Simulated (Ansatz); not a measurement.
PtGe: response to strain

The reference is PtGe (space group Pnma, No. 62).

Space group Pnma (No. 62); a = 5.8187 Å, b = 3.7571 Å, c = 6.1752 Å, α = β = γ = 90.00°

| atom | site | symmetry | x | y | z |
|---|---|---|---|---|---|
| Pt | 4c | .m. | 0.4978 | 0.2500 | 0.3076 |
| Ge | 4c | .m. | 0.1863 | 0.2500 | 0.5884 |

Strains are applied to the cell and any free atomic positions relax.

Calculations: PBE, PAW, 420 eV (Ansatz, a first-principles code; spin-orbit coupling left out).

Notes on the quantities. pressure: mean of the normal stresses, compression positive.

| isotropic strain (%) | pressure (GPa) |
|---|---|
| -5.77 | 41.1 |
| -1.07 | 5.0 |
| -0.96 | ? |
| 0 | 0.0 |
| 0.91 | -3.6 |

Q: Fit P = P₀ − Bδ + Cδ² with δ = (1 + ε)³ − 1 to the rows shown and predict the withheld row.

A: Least squares on the printed values gives P₀ = -0.1 GPa, B = 142 GPa (at held cell shape), C = 674 GPa (largest residual 0.1 GPa); this predicts 4.5 GPa, and the run gives 4.5 GPa, in agreement.

No phonon test of stability was made. The final runs are not spin-polarised.
